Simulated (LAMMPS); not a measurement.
Simulation of a melt of Al (fcc) with 10 % of Al sites Cu, 864 atoms, cooled from 1370 K to 300 K at 1e+14 K/s, at zero pressure.

Computed with classical MD, pair style adp, file AlCu.adp, run in LAMMPS.

| frequency (THz) | spectral density (1/THz), total | spectral density (1/THz), Al | spectral density (1/THz), Cu |
|---|---|---|---|
| 0.07800 | 0.0009 | 0.0008 | 0.0001 |
| 0.3900 | 0.0041 | 0.0036 | 0.0005 |
| 0.7020 | 0.0125 | 0.0108 | 0.0017 |
| 1.014 | 0.0217 | 0.0187 | 0.0030 |
| 1.327 | 0.0304 | 0.0265 | 0.0039 |
| 1.639 | 0.0409 | 0.0358 | 0.0051 |
| 1.951 | 0.0539 | 0.0471 | 0.0069 |
| 2.263 | 0.0679 | 0.0595 | 0.0085 |
| 2.575 | 0.0774 | 0.0678 | 0.0096 |
| 2.888 | 0.0870 | 0.0759 | 0.0111 |
| 3.200 | 0.0961 | 0.0831 | 0.0130 |
| 3.512 | 0.1017 | 0.0864 | 0.0153 |
| 3.824 | 0.1121 | 0.0943 | 0.0178 |
| 4.136 | 0.1198 | 0.1013 | 0.0185 |
| 4.448 | 0.1201 | 0.1032 | 0.0169 |
| 4.761 | 0.1218 | 0.1060 | 0.0158 |
| 5.073 | 0.1212 | 0.1064 | 0.0148 |
| 5.385 | 0.1196 | 0.1067 | 0.0129 |
| 5.697 | 0.1225 | 0.1102 | 0.0123 |
| 6.009 | 0.1233 | 0.1114 | 0.0119 |
| 6.321 | 0.1177 | 0.1076 | 0.0102 |
| 6.633 | 0.1105 | 0.1021 | 0.0084 |
| 6.946 | 0.1063 | 0.0987 | 0.0076 |
| 7.258 | 0.1068 | 0.0993 | 0.0076 |
| 7.570 | 0.1091 | 0.1014 | 0.0078 |
| 7.882 | 0.1052 | 0.0982 | 0.0070 |
| 8.194 | 0.0976 | 0.0916 | 0.0060 |
| 8.507 | 0.0964 | 0.0904 | 0.0060 |
| 8.819 | 0.0966 | 0.0901 | 0.0065 |
| 9.131 | 0.0916 | 0.0851 | 0.0065 |
| 9.443 | 0.0857 | 0.0800 | 0.0057 |
| 9.755 | 0.0809 | 0.0758 | 0.0052 |
| 10.07 | 0.0779 | 0.0729 | 0.0050 |
| 10.38 | 0.0750 | 0.0703 | 0.0047 |
| 10.69 | 0.0672 | 0.0631 | 0.0041 |
| 11.00 | 0.0568 | 0.0534 | 0.0033 |
| 11.32 | 0.0457 | 0.0429 | 0.0028 |
| 11.63 | 0.0355 | 0.0332 | 0.0023 |
| 11.94 | 0.0261 | 0.0244 | 0.0017 |
| 12.25 | 0.0168 | 0.0157 | 0.0011 |
| 12.57 | 0.0104 | 0.0096 | 0.0007 |
| 12.88 | 0.0065 | 0.0060 | 0.0005 |
| 13.19 | 0.0043 | 0.0040 | 0.0003 |
| 13.50 | 0.0033 | 0.0031 | 0.0003 |
| 13.81 | 0.0027 | 0.0025 | 0.0002 |
| 14.13 | 0.0022 | 0.0020 | 0.0002 |
| 14.44 | 0.0018 | 0.0017 | 0.0002 |
| 14.75 | 0.0016 | 0.0014 | 0.0002 |
| 15.06 | 0.0014 | 0.0012 | 0.0001 |
| 15.37 | 0.0011 | 0.0010 | 0.0001 |

The data show:
- state found: glass
- mean frequency of the velocity spectrum: 6.5 THz
